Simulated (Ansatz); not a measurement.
Here is the system:

```xyz
3
Lattice="3.1394 0.0000 0.0000 1.5697 2.7188 0.0000 0.0000 0.0000 3.5162" Properties=species:S:1:pos:R:3 pbc="T T T"
Zr     0.0000     0.0000     0.0000
B      3.1394     1.8126     1.7581
B      1.5697     0.9063     1.7581
```

No spin polarisation.

Computed with Ansatz (a program for electronic structure) PBEsol, no SOC. k-mesh 21×21×17 (Γ-centred); smearing 0.1 eV (Fermi–Dirac).

**Question.** Predict the band gap, in-plane stress and space group.

**Answer.** The band gap comes out as zero. The mean in-plane stress (compression positive) comes out as +2.9 GPa. The space group is P6/mmm (No. 191).

The cells carry an imposed strain or load. Whether these cells are dynamically stable was not tested. All final runs are without spin polarisation. The cell was made from ZrB$_{2}$ (space group P6/mmm, No. 191) by this change: biaxial strain −0.50 %, plane normal [001], relaxed out of plane.
